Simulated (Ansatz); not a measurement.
By PBEsol, the system below comes out a metal.

Without scattering a metal conducts by its projected Fermi surface.

Given:

```xyz
2
Lattice="3.1791 0.0000 0.0000 0.0000 3.1791 0.0000 0.0000 0.0000 3.2744" Properties=species:S:1:pos:R:3 pbc="T T T"
Ti     0.0000     0.0000     0.0000
Al     1.5895     1.5895     1.6372
```

Space group of this cell: P4/mmm. The cell is strained (lengths along the current scaled by 1.03, ions clamped); by PBEsol its mean pressure is -5.5 GPa.

The current flows along the normal of the first two printed cell vectors, the (001) (indices of the unstrained crystal) plane of the conventional cell. No spin-orbit coupling; the value is a mean over 0.1 eV about the Fermi level.

Problem. Give the ballistic conductance per area that PBEsol run with Ansatz (a first-principles code) yields.

Solution. 0.78 × 10¹⁵ S/m² for both spins.
